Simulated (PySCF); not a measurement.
PySCF 2.14.0, CCSD (frozen core)/cc-pvdz: F[Si](F)(F)C#C[SiH2]Cl, 10 atoms. The geometry is a generated start, not checked to be a minimum at this level.

```json
{
  "task": "ccsd",
  "basis": "cc-pvdz",
  "two_electron_scheme": "exact four-centre integrals",
  "frozen_core": "true",
  "mf.init_guess": "minao (default)",
  "mf.DIIS": "CDIIS (default)",
  "mf.diis_space": "8 (default)",
  "mf.conv_tol": "1e-09 (default)",
  "basis functions (reference run)": "134"
}
```

On 4 threads, 1 BLAS thread. Build: conda-forge: OpenMP (GNU), OpenBLAS with its own threads, libcint, Libxc. Each setting ran once; only counts and results are compared.

Values of mol.max_memory tried: 8000 MB, 4000 MB, 2000 MB, 1000 MB, 500 MB, 300 MB, 200 MB.

**Question.** Which of these memory settings still run, and by which path?

**Answer.** It runs down to 200 MB, the lowest tried, with the same result. At 8000 MB: SCF integrals in memory, transformation in memory. From 2000 MB down: SCF integrals in memory, transformation through a file. From 300 MB down: direct SCF, transformation through a file.

```csv
mol.max_memory,path,peak memory
8000 MB,"SCF integrals in memory, transformation in memory",1.6 GiB
4000 MB,"SCF integrals in memory, transformation in memory",1.6 GiB
2000 MB,"SCF integrals in memory, transformation through a file",1.8 GiB
1000 MB,"SCF integrals in memory, transformation through a file",1.8 GiB
500 MB,"SCF integrals in memory, transformation through a file",1.8 GiB
300 MB,"direct SCF, transformation through a file",1.5 GiB
200 MB,"direct SCF, transformation through a file",1.5 GiB
```

Peak memory is the kernel's count for the largest process, libraries included and scratch files not. The peak passes the setting at 1000 MB, 500 MB, 300 MB, 200 MB: it is no hard cap.
